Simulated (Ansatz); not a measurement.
The parent structure is a 12-atom supercell of Pt in the fcc (Cu type) structure (space group Fm-3m, No. 225; a = 3.970 Å) at its relaxed geometry.

All numbers come from PBE, PAW, 420 eV (Ansatz, a program for electronic structure; without spin-orbit coupling), earlier PAW set.

For the base:

- Pressure: -0.1 GPa
- Mean distance from the defect site to its nearest host atoms: 5.30 bohr

One thing is altered: one Pt atom is replaced by Sn, atoms relaxed at fixed cell, starting from a slightly rattled geometry.

Tabulated Pauling electronegativity and covalent radius: Pt 2.28, 1.36 Å; Sn 1.96, 1.39 Å.

Task: What does the calculation give for the pressure, largest displacement of a host atom from its site in the perfect cell and mean distance from the defect site to its nearest host atoms after the change?

Result: The pressure rises by 5.5 GPa, from -0.1 GPa to 5.4 GPa; the largest displacement of a host atom from its site in the perfect cell is 0.02 Å; the mean distance from the defect site to its nearest host atoms is nearly the same (5.30 bohr against 5.32 bohr).

In so small a cell the defect repeats every few ångströms: this is an ordered compound, not a dilute defect. The final runs are not spin-polarised. The defect cell is not spin-polarised.
